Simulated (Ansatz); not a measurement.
```
BN
1.0
    0.00000     1.80284     1.80284
    1.80284     0.00000     1.80284
    1.80284     1.80284     0.00000
B N
1 1
Direct
  0.00000   0.00000   0.00000
  0.25000   0.25000   0.25000
```

These are r2SCAN, rigid bands (plane waves, PAW, scalar-relativistic; Ansatz, a first-principles code) values and carry that method's errors. Geometry: cell and atoms relaxed with PBEsol.

**Question.** Predict the hole conductivity mass (n e² τ/σ) at 300 K, by direction if it differs.

**Answer.** 0.68 mₑ.

**Question.** What conductivity effective mass do dilute electrons have at 300 K?

**Answer.** 0.38 mₑ.

**Question.** And the band gap?

**Answer.** 5.01 eV at this level; semilocal functionals usually fall short of the measured gap.

Rigid bands, one relaxation time for all states, no polarons. Spin-orbit coupling is left out. Geometry: cell and atoms relaxed with PBEsol.
